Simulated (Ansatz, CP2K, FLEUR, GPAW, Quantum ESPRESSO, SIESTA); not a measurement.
One structure in several programs: ZnS (P6_3mc, 8 atoms in the cell)

Self-consistent single point.

```
CELL_PARAMETERS angstrom
      3.80895     0.00000     0.00000
     -1.90447     3.29865     0.00000
      0.00000     0.00000    12.45260
ATOMIC_POSITIONS crystal
  Zn 0.66667 0.33333 0.74993
  Zn 0.33333 0.66667 0.24993
  Zn 0.00000 0.00000 0.50000
  Zn 0.00000 0.00000 0.00000
  S  0.66667 0.33333 0.93773
  S  0.33333 0.66667 0.43773
  S  0.00000 0.00000 0.68734
  S  0.00000 0.00000 0.18734
```

Shared settings, as Ansatz (an electronic-structure program) writes them: kpoints.mp_grid.grid = 7 7 2; scf.occupations.method = fixed. Potentials and cutoffs stand in the table.

```tsv
code	model	pressure (GPa)	largest force (eV/Å)	gap on the mesh (eV)	cutoff
GPAW	LDA (Perdew-Wang 92), GPAW PAW datasets LDA (gpaw-data 1.0.1)	-4.29	0.009	1.932	800 eV
Quantum ESPRESSO	LDA (PZ), GBRV 1.5 ultrasoft (LDA) pseudopotentials	-4.11	0.009	1.926	50 Ry
SIESTA	LDA PW92, numerical atomic orbitals DZP, PseudoDojo LDA standard norm-conserving potentials (rewritten from UPF to PSML)	-5.70	0.025	2.346	grid 350 Ry
Ansatz	LDA (PW92), PAW files made with PBE	-4.01	0.009	1.928	420 eV
CP2K	LDA (Pade form), GPW, DZVP-MOLOPT-SR-GTH basis, GTH-PADE potentials (GTH_POTENTIALS)	-3.49	0.014	1.898	grid 600 Ry
FLEUR	LDA (Perdew-Zunger), all-electron FLAPW (FLEUR), scalar-relativistic valence	–	–	1.931	Kmax 4 1/bohr
```

A dash marks a value that a program does not give, or that is left out as unsure.

Gaps are read on the mesh.

The spread over the programs that give each value: pressure within 2.21 GPa; largest force within 0.016 eV/Å; gap on the mesh within 0.448 eV.

SIESTA and CP2K use small atom-centred bases, whose incompleteness enters pressures, forces and empty levels differently from a plane-wave cutoff. FLEUR treats all electrons, but the usual bases taken here (sphere radii, linearisation, local orbitals, empty states) were not tested for convergence, so the values are no reference for the others. Ansatz's pressure is given at a fixed set of plane waves, as the other plane-wave codes print theirs; with its correction for the finite basis it is -3.95 GPa. The same LDA comes in different parametrisations, which differ slightly. In the pressure, SIESTA (by 1.59) lies more than 1 GPa from the median of the plane-wave programs. In the gap, SIESTA (by 0.418) lies more than 0.12 eV from the median of the plane-wave programs.

The starting cell comes from a database of computed structures (which also holds hypothetical and non-ambient phases and stackings), without a prior relaxation at this level.

Keys are those of Ansatz 0.2.
